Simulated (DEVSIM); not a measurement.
Device: abrupt Si p-n junction, at 400 K.

Layer 1 from the left is Si, thickness (μm) 4.30, Na (cm⁻³) 1e19, τn (s) 0.00021, τp (s) 0.00021. Layer 2 from the left is Si, thickness (μm) 250, Nd (cm⁻³) 7.5e15, τn (s) 0.00021, τp (s) 0.00021.

Left contact: ohmic. Right contact: ohmic. Voltage is applied to the left contact. Recombination: SRH at mid-gap. Mobility is μmin + (μ − μmin)/(1 + (N/Nref)^α).

Constants are typed, rounded textbook-type inputs, not results; the design itself was drawn at random and stands for no fabricated device. Values at 300 K; Nc and Nv go as T^1.5, mobilities as T to minus their exponent, the gap by Varshni's rule with the affinity fixed.

Si: gap (eV) 1.124, affinity (eV) 4.05, permittivity 11.7, Nc (cm⁻³) 2.86e19, Nv (cm⁻³) 3.1e19, μn (cm²/Vs) 1417, μp (cm²/Vs) 470, μn,min 52, μp,min 45, Nref,n 9.7e16, Nref,p 2.2e17, αn 0.68, αp 0.72, T exponent of μn 2.3, T exponent of μp 2.2, Varshni α (eV/K) 0.000473, Varshni β (K) 636.

Model (solved in DEVSIM): 1D drift-diffusion, Boltzmann statistics, complete ionisation; no tunnelling, impact ionisation, image-force lowering or self-heating.

Dark forward current:

| |V| (V) | |J| (A/cm²) |
|---|---|
| 0.05 | 8.352e-7 |
| 0.10 | 4.367e-6 |
| 0.15 | 1.937e-5 |
| 0.20 | 8.321e-5 |
| 0.25 | 0.0003551 |
| 0.30 | 0.001512 |
| 0.35 | 0.006400 |
| 0.40 | 0.02654 |
| 0.45 | 0.1031 |
| 0.50 | 0.3520 |
| 0.55 | 1.030 |
| 0.60 | 2.658 |
| 0.65 | 6.275 |
| 0.70 | 13.87 |
| 0.75 | 28.80 |
| 0.80 | 55.51 |
| 0.85 | 98.53 |
| 0.90 | 161.4 |
| 0.95 | 246.5 |
| 1.00 | 355.4 |
| 1.05 | 489.0 |
| 1.10 | 648.1 |
| 1.15 | 833.1 |
| 1.20 | 1044 |
| 1.25 | 1282 |
| 1.30 | 1547 |

Work out the local ideality factor n = ΔV / (kT/q · ln(J2/J1)) between the rows 0.15 and 0.20 V, 1.25 and 1.30 V.

kT/q = 34.47 mV. From 0.15 to 0.20 V: ln(8.321e-5/1.937e-5) = 1.458, n = 1.00, near the 1 of diffusion or emission over a barrier. From 1.25 to 1.30 V: ln(1547/1282) = 0.188, n = 7.72.

Estimate the current at 0.25 V from the Shockley equation with J0 = Σ q ni² D/(N L) coth(W/L), τ joining the SRH, radiative and Auger lifetimes that are on, and W taken as the whole layer.

ni² = 3.22e25 cm⁻⁶; electrons in the p layer: μ = 55.7 cm²/Vs, D = 1.92 cm²/s, τ = 0.000210 s, L = 201 μm, W/L = 0.021, term 2.31e-9 A/cm²; holes in the n layer: μ = 231 cm²/Vs, D = 7.98 cm²/s, τ = 0.000210 s, L = 409 μm, W/L = 0.61, term 2.46e-7 A/cm². J0 = 2.49e-7 A/cm², and J = J0 exp(qV/kT) = 0.000351 A/cm². The simulation gives 0.000355 A/cm²; the estimate lies 1.1 % below. The estimate leaves out recombination in the depletion region and that region's share of W.
